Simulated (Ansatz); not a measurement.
For CsCl-type ScIr, PBEsol (plane waves, PAW; Ansatz, a quantum-chemistry and plane-wave program) gives:

```
Property                    Value
-------------------  ------------
lattice parameter a       3.189 Å
bulk modulus              184 GPa
cohesive energy      7.47 eV/atom
```

### Question
What does r²SCAN in Ansatz (plane waves, PAW) give for the same quantities?

### Answer

- lattice constant a: 3.213 Å (increases by 0.8 %)
- bulk modulus: 181 GPa (shrinks by 1.6 %)
- cohesive energy: 6.69 eV/atom (falls by 0.78 eV/atom)

For comparison: lattice constant a 3.206 Å (measured, temperature not stated, copied from a table, unchecked, not corrected to a static lattice; as tabulated in Transactions of the Metallurgical Society of Aime 224, 1082 (1962)).

Changes are worked out from the printed values.

Unless a cell is named, each level is at its own relaxed cell (PBEsol 16.21, r²SCAN 16.59 Å³/atom).

Levels without +SOC leave out spin–orbit coupling, which shifts energies and cells of such heavy elements.

The crystal itself was run without spin with PBEsol, r²SCAN; a magnetic state was not tried in these runs.

Caveats: the bulk modulus is −V dP/dV from two relaxed cells at ±2 % in volume (PBEsol, r²SCAN). Ansatz's density-functional and Hartree–Fock values are scalar-relativistic unless marked +SOC, with PAW data made under PBE.
